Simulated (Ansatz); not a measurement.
An Ansatz (a quantum-chemistry and plane-wave program) run: WSi2 with a change (W → Os); PBEsol in Ansatz (plane waves to 420 eV, PAW, scalar-relativistic without spin-orbit coupling), earlier PAW set.

Input:

Ansatz 0.2 input:
```yaml
crystal:
  lattice:
    - [-1.6305357384, 1.6305357384, 3.7381035228]
    - [1.6305357384, -1.6305357384, 3.7381035228]
    - [1.6305357384, 1.6305357384, -3.7381035228]
  atoms:
    - { symbol: Os, position: [0, 0, 0] }
    - { symbol: Si, position: [0.3363512372, 0.3363512372, 0] }
    - { symbol: Si, position: [0.6636487628, 0.6636487628, 0] }
basis: { ecutwfc: 420, ecutrho_ratio: 4, xc_grid: 2, fft_grid_basis: typed }
kpoints: { mp_grid: { grid: [20, 20, 20] } }
hamiltonian:
  xc: pbesol
  dispersion: none
  pseudopotentials: { azcp: { folder: ./paw }, kind: paw }
scf: { occupations: { method: fermi_dirac, width: 0.05 }, convergence: { dr2_threshold: 0.0000000003 } }
output: { forces: true, stress: true }
checkpoint: { write: state.ck, write_every: 1000 }
```

Output:

```
WARN ansatz: RAYON_NUM_THREADS=2 ignored (pool sized by the plan → 2); use --threads N
Pseudopotentials: kind: paw
Pseudopotential: Os, paw, valence charge 16
Pseudopotential: Si, paw, valence charge 4
Functional definition: PBEsol
Crystal: 3 atoms, lattice volume = 39.753 Å³
Basis set: ecut = 420 eV, 793 PW (Γ), exchange–correlation on 60×60×60 points (8 copies of the dense FFT grid, shifted against one another)
Bands: 16, of which v1, the nominal top of the filled ones, is band 12 counted from 1 (11 counted from 0)
Symmetry: 16 space group operations
Space group: I4/mmm (ITA 139), of the structure as read, at distance tolerance 3.4e-5 Å
k-points: 641 of 8000
PAW frozen core: Os, regenerated for the run's functional, and the local potential with it
PAW frozen core: Si, regenerated for the run's functional, and the local potential with it
Initial density: superposition of atomic densities (chi_scale 0.1, normalization cell, long waves kept (reshape's long-wave potential 0.00 eV rms))
Initial wavefunctions: pseudopotential atomic-orbital guess
Eigensolver: davidson
Functional: x = pbesol(κ = 0.804, μ = 0.12345679012345678), c = pbesol(β = 0.046)
SCF iter   1: F=—  HF=-12495.581899 eV  |F-HF|=—  |Δ(HF+E_count)|=         —  Δρ=4.04e-2  dr2=4.47e-1  ethr=3.10e-3  ⟨swp⟩=6.1  Hψ=58593  notcnv=0
all-band conjugate gradients solve this SCF's bands
preconditioner: auto → Kerker (q_TF=auto, 2.508 Å⁻¹)
SCF iter   2: F=—  HF=-12495.479699 eV  |F-HF|=—  |Δ(HF+E_count)|=   1.02e-1  Δρ=2.39e-2  dr2=1.84e-1  ethr=1.86e-3  ⟨swp⟩=2.0  Hψ=17351  notcnv=0
SCF iter   3: F=—  HF=-12495.422362 eV  |F-HF|=—  |Δ(HF+E_count)|=   5.73e-2  Δρ=6.90e-3  dr2=2.21e-2  ethr=7.67e-4  ⟨swp⟩=2.1  Hψ=17939  notcnv=0
SCF iter   4: F=—  HF=-12495.417927 eV  |F-HF|=—  |Δ(HF+E_count)|=   4.44e-3  Δρ=1.56e-3  dr2=4.23e-4  ethr=9.21e-5  ⟨swp⟩=2.2  Hψ=14957  notcnv=0  defer=1
SCF iter   5: F=—  HF=-12495.417792 eV  |F-HF|=—  |Δ(HF+E_count)|=   1.35e-4  Δρ=2.43e-4  dr2=2.36e-5  ethr=1.76e-6  ⟨swp⟩=2.2  Hψ=13955  notcnv=0  defer=1
SCF iter   6: F=—  HF=-12495.417785 eV  |F-HF|=—  |Δ(HF+E_count)|=   6.25e-6  Δρ=3.93e-5  dr2=6.31e-7  ethr=9.82e-8  ⟨swp⟩=2.2  Hψ=13174  notcnv=0  defer=1
SCF iter   7: F=—  HF=-12495.417789 eV  |F-HF|=—  |Δ(HF+E_count)|=   3.97e-6  Δρ=4.49e-6  dr2=6.83e-9  ethr=2.63e-9  ⟨swp⟩=2.4  Hψ=17267  notcnv=0  defer=1
SCF iter   8: F=—  HF=-12495.417789 eV  |F-HF|=—  |Δ(HF+E_count)|=   1.92e-9  Δρ=8.09e-7  dr2=3.45e-10  ethr=2.85e-11  ⟨swp⟩=2.3  Hψ=15945  notcnv=0  defer=1
SCF iter   9: F=-12495.417789 eV  HF=-12495.417789 eV  |F-HF|=0.00e0  |Δ(HF+E_count)|=  8.91e-11  Δρ=8.09e-8  dr2=2.58e-12  ethr=1.25e-12  ⟨swp⟩=4.0  Hψ=32729  notcnv=0
SCF 1 converged in 9 iterations: F = -12495.417789 eV  dr2 = 2.58e-12
SCF converged after 9 iterations
Free energy (F): -12495.417789 eV
Harris-Foulkes:  -12495.417789 eV  (|F-HF|=0.00e0)
Internal energy: -12495.398543 eV  (E = F + TS)
E sigma→0 (E₀):  -12495.408166 eV
Entropy (-TS):   -0.019246 eV (-6.415 meV/atom)
Fermi energy:    17.588851 eV
--- Per-component energies (eV) ---
  E_band       = -116.779706
  E_kinetic    = 583.965371
  E_local      = -1548.617906  (includes V_loc(G=0)·N_el)
  E_nonlocal   = 244.919914
  E_hartree    = 603.289967
  E_xc         = -348.315632
  E_vxc        = -346.769419  (∫ρ·V_xc dr)
  E_paw        = -9911.299037  (= ΣΔE_a)
  E_vpaw       = -256.858042  (= ΣTr[D̂ρ^β])
  E_aug_tail   = 0.000495  (compensation charges beyond the density's cutoff)
  E_ewald      = -2119.652834
  E_core_change = 0.311119  (= ΣΔE_core)
  E_smearing   = -0.019246  (= −TS)
  E_closure    = 0.000000  (closes the sum)
  Σ components = -12495.417789   (vs F -12495.417789, Δ=0.00e0)
  [band-id]    e_kinetic+e_local+e_nonlocal+2·e_hartree+e_vxc+e_vpaw+e_augmentation_tail = -116.779654   (vs E_band -116.779706, Δ=5.22e-5)
--- Forces (eV/Å), atoms counted from 1 ---
  atom   1  Os     0.00000000     0.00000000     0.00000000
  atom   2  Si     0.00000000     0.00000000    -0.00000636
  atom   3  Si    -0.00000000    -0.00000000     0.00000636
  max |Σ_I F_I| component: 3.47e-18 eV/Å
--- Stress (GPa, compression-positive) ---
       -0.003977       0.000000       0.000000
        0.000000      -0.003977      -0.000000
        0.000000      -0.000000       0.008298
  P = ⅓ Tr σ = 0.0001 GPa (0.001 kbar)
  The stress holds the Pulay correction. Without it, at fixed plane waves, as pw.x and ABINIT print it: P = -0.0506 GPa
  The stress includes an estimate of the error left by incomplete SCF convergence (largest component -0.0001 GPa).
--- Band table ---
  band table: none
```

No phonon test of stability was made. The final runs are not spin-polarised. The cell was made from WSi2 by this change: W → Os; the result is a hypothetical phase, not in the database extracts checked. OsSi2 has a high density of states at the Fermi level and may be magnetic at this level.
